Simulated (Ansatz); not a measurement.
System: C11b MoSi₂. Method: r²SCAN (Ansatz, a program for electronic structure, PAW).

Input:

Ansatz 0.2 input:
```yaml
crystal:
  lattice:
    - [-1.6114794034, 1.6114794034, 3.9351352835]
    - [1.6114794034, -1.6114794034, 3.9351352835]
    - [1.6114794034, 1.6114794034, -3.9351352835]
  atoms:
    - { symbol: Si, position: [0.6646873125, 0.6646873125, 0.0] }
    - { symbol: Si, position: [0.3353126875, 0.3353126875, 0.0] }
    - { symbol: Mo, position: [0.0, 0.0, 0.0] }
basis:
  ecutwfc: 560
  ecutrho_ratio: 4
  xc_grid: 3
kpoints:
  mp_grid: { grid: [24, 24, 24] }
hamiltonian:
  xc: r2scan
  dispersion: none
  pseudopotentials: { kind: paw }
scf:
  occupations: { method: fermi_dirac, width: 0.05 }
output:
  forces: true
  stress: true
  eigenvalues: true
relax:
  f_tol: 0.004
  escape_saddle: false
  max_steps: 80
  cell: { stress_tol: 0.02, fix: [volume] }
```

The run printed, among other lines:

```
Relaxation: its limit of steps is 80 (relax.max_steps)
Crystal: 3 atoms, lattice volume = 40.876 Å³
Basis set: ecut = 560 eV, 1251 PW (Γ), exchange–correlation on 108×108×108 points (27 copies of the dense FFT grid, shifted against one another)
Bands: 15, of which v1, the nominal top of the filled ones, is band 11 counted from 1 (10 counted from 0)
Symmetry: 16 space group operations
Space group: I4/mmm (ITA 139), of the structure as read, at distance tolerance 3.4e-5 Å
k-points: 1063 of 13824
Functional: x = r2scan, c = r2scan; τ floored in thin density (d = 2e-4 eV/Å³)
SCF iter   1: F=—  HF=-6247.100961 eV  |F-HF|=—  |Δ(HF+E_count)|=         —  Δρ=7.78e-3  dr2=1.80e-2  dr2_τ=3.20e-2
SCF iter   2: F=—  HF=-6247.136412 eV  |F-HF|=—  |Δ(HF+E_count)|=   3.55e-2  Δρ=4.84e-3  dr2=7.10e-3  dr2_τ=1.55e-4
  ...
SCF 1 converged in 6 iterations: F = -6247.135938 eV  dr2 = 9.69e-8
Crystal: 3 atoms, lattice volume = 40.876 Å³
Basis set: ecut = 560 eV, 1259 PW (Γ), exchange–correlation on 108×108×108 points (27 copies of the dense FFT grid, shifted against one another)
Initial density: handed on by an earlier stage of this run
SCF 2 converged in 4 iterations: F = -6247.136144 eV  dr2 = 3.53e-8
Crystal: 3 atoms, lattice volume = 40.876 Å³
SCF 3 converged in 3 iterations: F = -6247.136168 eV  dr2 = 8.88e-8
Crystal: 3 atoms, lattice volume = 40.876 Å³
SCF 4 converged in 4 iterations: F = -6247.136170 eV  dr2 = 6.28e-10
Crystal: 3 atoms, lattice volume = 40.876 Å³
SCF iter   4: F=—  HF=-6247.136171 eV  |F-HF|=—  |Δ(HF+E_count)|=  4.37e-11  Δρ=2.40e-7  dr2=1.16e-11  dr2_τ=2.24e-12
SCF iter   5: F=-6247.136171 eV  HF=-6247.136171 eV  |F-HF|=4.55e-12  |Δ(HF+E_count)|=  7.19e-11  Δρ=3.13e-8  dr2=1.78e-13  dr2_τ=4.51e-13
SCF 5 converged in 5 iterations: F = -6247.136171 eV  dr2 = 1.78e-13
SCF converged after 5 iterations
Free energy (F): -6247.136171 eV
Internal energy: -6247.134528 eV  (E = F + TS)
E sigma→0 (E₀):  -6247.135349 eV
Fermi energy:    15.657373 eV
--- Forces (eV/Å), atoms counted from 1 ---
  atom   1  Si     0.00000000    -0.00000000    -0.00048424
  atom   2  Si     0.00000000     0.00000000     0.00048424
  atom   3  Mo     0.00000000     0.00000000     0.00000000
--- Stress (GPa, compression-positive) ---
       -4.115520       0.000000       0.000000
        0.000000      -4.115520       0.000000
       -0.000000       0.000000      -4.124378
  P = ⅓ Tr σ = -4.1185 GPa (-41.185 kbar)
```

The cell is one volume of an energy–volume scan, off the minimum.

The PAW data were made under PBE.

The result took around 4 core-minutes (rough).
